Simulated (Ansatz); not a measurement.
# Several settings converged on the (100) slab of MnO2 (cut from a parent of space group no. 136; 12 atoms in the cell)

```
CELL_PARAMETERS angstrom
      4.37800     0.00000     0.00000
      0.00000     2.85565     0.00000
      0.00000     0.00000    22.27441
ATOMIC_POSITIONS crystal
  Mn 0.00000 0.00000 0.45086
  Mn 0.50000 0.50000 0.35259
  O  0.30500 0.00000 0.31426
  O  0.19500 0.50000 0.41254
  O  0.80500 0.50000 0.48919
  O  0.69500 0.00000 0.39092
  Mn 0.00000 0.00000 0.64741
  Mn 0.50000 0.50000 0.54914
  O  0.30500 0.00000 0.51081
  O  0.19500 0.50000 0.60908
  O  0.80500 0.50000 0.68574
  O  0.69500 0.00000 0.58746
```
Moments meant for the start (each program seeds them in its own way; μB, in the order of the atoms Mn Mn O O O O Mn Mn O O O O): 4.0 4.0 0.0 0.0 0.0 0.0 4.0 4.0 0.0 0.0 0.0 0.0.

Base method: LDA (PW92), default PAW files made with PBE (plane waves; Ansatz, a first-principles code).

Base settings: basis.ecutwfc = 420 eV; kpoints.mp_grid.grid = 3 4 1; hamiltonian.xc = lda; hamiltonian.pseudopotentials = {kind: paw} (the program's default PAW files); magnetization.spin_polarized = true; scf.occupations.method = fermi_dirac; scf.occupations.width = 0.01 eV.

The count of work is k-points × plane waves × bands × iterations; it is no time. Core times come from one kind of shared machine, to one figure; runs under 30 s give none.

**The vacuum**

The mesh stays at the base's, so the ladder's end is converged at best in this setting alone.

Only quantities that move along the ladder and can be compared are tabulated.

These are the values that this program gave, and no reference: magnetic slabs can end in a higher state.

| vacuum between outermost atoms (Å) | free energy less the last step's (meV/atom) | largest difference of a force vector from the last step's (eV/Å) | count of work / last |
|---|---|---|---|
| 3.0 | -6.82 | 0.095 | 0.25 |
| 4.0 | -1.12 | 0.018 | 0.28 |
| 5.0 | -0.29 | 0.004 | 0.28 |
| 6.0 | -0.05 | 0.001 | 0.25 |
| 7.0 | -0.05 | 0.001 | 0.25 |
| 10.0 | 0.00 | 0.002 | 0.37 |
| 14.0 | -0.04 | 0.001 | 0.58 |
| 20.0 | -0.01 | 0.001 | 0.88 |
| 30.0 | 0.00 | 0.000 | 1.0 |

Smallest vacuum between outermost atoms (Å) that holds the free energy within 2 meV/atom of the last step, with all finer ones: 4.0, at 0.28 of the last step's count of work; the step before is off by 6.8 meV/atom.

Smallest vacuum between outermost atoms (Å) that holds the forces within 0.005 eV/Å of the last step, with all finer ones: 5.0, at 0.28 of the last step's count of work; the step before is off by 0.018 eV/Å.

**The k-point mesh**

Only quantities that move along the ladder and can be compared are tabulated.

The magnetic state is not the same in all runs (site moments differ, or a search went on to a lower state), so steps between rows are not convergence errors alone.

These are the values that this program gave, and no reference: magnetic slabs can end in a higher state.

```csv
kpoints.mp_grid.grid,free energy less the last step's (meV/atom),largest difference of a force vector from the last step's (eV/Å),net moment (μB/atom),count of work / last,core time / last (rough)
2 2 1,21.66,0.438,0.702,0.074,0.2
3 4 1,0.18,0.129,0.997,0.057,0.05
3 5 1,0.57,0.064,0.993,0.069,0.08
4 6 1,-0.53,0.020,0.997,0.11,0.10
6 8 1,-0.12,0.021,0.995,0.22,0.2
8 11 1,-0.02,0.005,0.997,0.35,0.3
10 16 1,0.01,0.002,0.998,0.57,0.6
12 18 1,0.00,0.002,0.998,0.70,0.6
17 25 1,0.00,0.000,0.998,1.0,1
```

Coarsest kpoints.mp_grid.grid that holds the net moment within 0.05 μB/atom of the last step, with all finer ones: 3 4 1, at 0.057 of the last step's count of work and about 0.05 of the last step's time; the step before is off by 0.30 μB/atom.

Coarsest kpoints.mp_grid.grid that holds the forces within 0.01 eV/Å of the last step, with all finer ones: 8 11 1, at 0.35 of the last step's count of work and about 0.3 of the last step's time; the step before is off by 0.021 eV/Å.

Coarsest kpoints.mp_grid.grid that holds the free energy within 5 meV/atom of the last step, with all finer ones: 3 4 1, at 0.057 of the last step's count of work and about 0.05 of the last step's time; the step before is off by 22 meV/atom.

**The plane-wave cutoff**

The mesh stays at the base's, so the ladder's end is converged at best in this setting alone.

Only quantities that move along the ladder and can be compared are tabulated.

These are the values that this program gave, and no reference: magnetic slabs can end in a higher state.

```tsv
basis.ecutwfc	free energy less the last step's (meV/atom)	largest difference of a force vector from the last step's (eV/Å)	net moment (μB/atom)	count of work / last	core time / last (rough)
210 eV	5403.24	1.702	0.957	0.092	–
250 eV	1732.98	0.405	1.000	0.16	–
295 eV	485.74	0.163	1.000	0.22	–
355 eV	71.95	0.018	0.997	0.34	0.4
420 eV	7.02	0.002	0.997	0.35	0.4
505 eV	1.02	0.001	0.997	0.57	0.6
630 eV	0.53	0.000	0.997	0.65	0.6
840 eV	0.00	0.000	0.997	1.0	1
```

Coarsest basis.ecutwfc that holds the free energy within 5 meV/atom of the last step, with all finer ones: 505 eV; the step before is off by 7.0 meV/atom.

Coarsest basis.ecutwfc that holds the forces within 0.01 eV/Å of the last step, with all finer ones: 420 eV, at 0.35 of the last step's count of work and about 0.4 of the last step's time; the step before is off by 0.018 eV/Å.

Coarsest basis.ecutwfc that holds the net moment within 0.01 μB/atom of the last step, with all finer ones: 250 eV, at 0.16 of the last step's count of work; the step before is off by 0.040 μB/atom.

On the base run: the starting cell has typed, rounded lattice constants, without a prior relaxation at this level. The slab is cut from that crystal, and its faces are unrelaxed. Its lattice was rescaled by up to half a per cent. The magnetic order is the one reached from the typed start; others were not searched systematically. The program warned that, by what it read of turns of the moments, another magnetic order lies lower. In the base run, forces exceed 1 eV/Å. Without a gap this mesh is coarse (it stands for a supercell whose shortest in-plane vector is 11 Å).

Keys are those of Ansatz 0.2.
